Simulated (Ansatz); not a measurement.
The starting structures come from a database of crystals and need not be the phases stable at ambient conditions.

The decay constant κ of evanescent states in the gap governs leakage through a thin film.

```xyz
14
Lattice="7.5812 0.0000 0.0000 2.0918 7.9273 0.0000 2.5778 -2.6807 6.6063" Properties=species:S:1:pos:R:3 pbc="T T T"
K      7.9325     4.8530     1.4290
K      4.3183     0.3937     5.1773
K      1.2889    -1.3403     3.3031
K      3.7906     0.0000     0.0000
K      7.8305     2.1734     4.4119
K      4.4203     3.0733     2.1943
Ge     4.9350     4.3271     5.8250
Ge     7.3158     0.9196     0.7813
S      8.8129    -0.1652     6.2747
S      3.4380     5.4119     0.3316
S     10.6147     3.5182     4.9985
S      1.6361     1.7285     1.6078
S      6.2158     5.1054     4.1712
S      6.0350     0.1413     2.4351
```

Space group of this cell: C2/m. The cell is taken as given.

Transport runs along the normal of the first two printed cell vectors.

No gap correction and no spin-orbit coupling; mid-gap values are interpolated between computed energies.

State the band gap and the smallest decay constant κ at mid-gap according to r2SCAN in Ansatz (a first-principles code).

Gap 2.94 eV on a 6×4×6 mesh; κ = 0.359 1/Å, at (0.000, 0.500) of the in-plane reciprocal vectors. At the zone centre, at the nearest computed energy, the slowest state has κ = 0.41 1/Å.
